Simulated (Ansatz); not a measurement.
Levels about the gap of amorphous hafnium silicate (Si$_{20}$O$_{47}$Hf$_{4}$) (71 atoms in a cell of 1053 Å³, 3.20 g/cm³; zone centre alone, so wide bands show as single levels with stretches between that a denser mesh fills), at the geometry that PBE relaxed, where it gives 2.4 GPa on a denser mesh. The participation number counts the atoms over which a state spreads; weights are charges in smoothed Voronoi cells. The levels come from a single point, so bond lengths are those of that geometry. Method of the levels: PBE, scalar-relativistic without spin-orbit coupling (Ansatz, an electronic-structure program). Sampling: the zone centre alone; Fermi-Dirac width 0.02 eV; no spin polarisation. The usual formal charges leave 2 electrons over, so the level spacing at the Fermi energy parts defect or band states and needn't be the band gap. At PBE the levels at both edges of the gap are localised (band-tail or defect states), and the nearest spread-out levels lie 5.5 eV apart at the zone centre.

A CHGNet melt-quench gave the starting glass, which DFT then relaxed. O atoms were pushed apart under 1.9 Å during the dynamics, to hinder bonds among them. The hot cell started wider than the set density and was brought back towards it in steps. It is the lowest in DFT energy of 4 quenches. It is a model cell: composition and starting density were chosen by hand, and all elements were melted together. No dispersion term was used. Its density started from a set value of 3.20 and ended at 3.20 g/cm³. Cooling (nominally 480 K/ps over its main leg) ran many orders faster than in experiment, which tends to leave more defects and strain. Values belong to this one cell and scatter from quench to quench. The volume was held where the preparation left it, at a PBE pressure of 2.4 GPa. Stress components on the final sampling reach 4.4 GPa. Cycles of charging lowered its energy after that relaxation.

```json
[
 {"E - E(highest filled), eV": "-2.68", "filling": "filled", "participation number": "12.0", "largest on": "O, 2 neighbours", "weight O": "0.96", "weight Hf": "0.02", "weight Si": "0.03"},
 {"E - E(highest filled), eV": "-2.59", "filling": "filled", "participation number": "15.2", "largest on": "O, 2 neighbours", "weight O": "0.96", "weight Hf": "0.01", "weight Si": "0.03"},
 {"E - E(highest filled), eV": "-2.55", "filling": "filled", "participation number": "7.5", "largest on": "O, 2 neighbours", "weight O": "0.95", "weight Hf": "0.02", "weight Si": "0.03"},
 {"E - E(highest filled), eV": "-2.39", "filling": "filled", "participation number": "11.8", "largest on": "O, 2 neighbours", "weight O": "0.96", "weight Hf": "0.02", "weight Si": "0.03"},
 {"E - E(highest filled), eV": "-2.11", "filling": "filled", "participation number": "2.7", "largest on": "O, 2 neighbours", "weight O": "0.93", "weight Hf": "0.04", "weight Si": "0.03"},
 {"E - E(highest filled), eV": "-1.95", "filling": "filled", "participation number": "3.2", "largest on": "O, 2 neighbours", "weight O": "0.95", "weight Hf": "0.02", "weight Si": "0.02"},
 {"E - E(highest filled), eV": "0.00", "filling": "filled", "participation number": "4.6", "largest on": "Si, 3 neighbours", "weight O": "0.45", "weight Hf": "0.07", "weight Si": "0.48"},
 {"E - E(highest filled), eV": "2.60", "filling": "empty", "participation number": "4.6", "largest on": "Hf, 6 neighbours", "weight O": "0.38", "weight Hf": "0.57", "weight Si": "0.05"},
 {"E - E(highest filled), eV": "2.68", "filling": "empty", "participation number": "5.4", "largest on": "Hf, 5 neighbours", "weight O": "0.36", "weight Hf": "0.43", "weight Si": "0.21"},
 {"E - E(highest filled), eV": "2.86", "filling": "empty", "participation number": "21.5", "largest on": "Hf, 6 neighbours", "weight O": "0.56", "weight Hf": "0.27", "weight Si": "0.17"},
 {"E - E(highest filled), eV": "3.12", "filling": "empty", "participation number": "10.1", "largest on": "Hf, 6 neighbours", "weight O": "0.43", "weight Hf": "0.50", "weight Si": "0.07"},
 {"E - E(highest filled), eV": "3.39", "filling": "empty", "participation number": "6.1", "largest on": "Hf, 4 neighbours", "weight O": "0.34", "weight Hf": "0.63", "weight Si": "0.03"},
 {"E - E(highest filled), eV": "3.52", "filling": "empty", "participation number": "5.8", "largest on": "Hf, 6 neighbours", "weight O": "0.35", "weight Hf": "0.58", "weight Si": "0.07"},
 {"E - E(highest filled), eV": "3.55", "filling": "empty", "participation number": "7.4", "largest on": "Hf, 4 neighbours", "weight O": "0.37", "weight Hf": "0.60", "weight Si": "0.04"}
]
```

Most localised among these is the filled level at -2.11 eV, on a O atom, which has 2 neighbours (Si 1.63 Å, Hf 2.05 Å).
